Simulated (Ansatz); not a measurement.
# NH4Br (P-43m, No. 215, 6 atoms in the cell; start mp-36248)

Calculation: r²SCAN+rVV10 (plane waves, PAW; Ansatz, an electronic-structure program).

Run with plane-wave cutoff 500 eV, 10×10×10 k mesh, Fermi–Dirac smearing 0.05 eV, scalar-relativistic PAW data made under PBE.

Cell (relaxed at this level):

Space group P-43m (No. 215); a = b = c = 3.984 Å, α = β = γ = 90.00°

| atom | site | symmetry | x | y | z |
|---|---|---|---|---|---|
| H | 4e | .3m | 0.8503 | 0.8503 | 0.8503 |
| Br | 1b | -43m | 0.5000 | 0.5000 | 0.5000 |
| N | 1a | -43m | 0.0000 | 0.0000 | 0.0000 |

```json
{
 "band_gap": "4.80 eV (on the SCF k mesh)"
}
```

Note: the relaxation could not lower the start's symmetry, so the cell can be a saddle point above a distorted one.

Spin–orbit coupling is not included.

Computed values are for the static lattice.

A start named mp-… is a Materials Project structure, which need not be a measured phase.
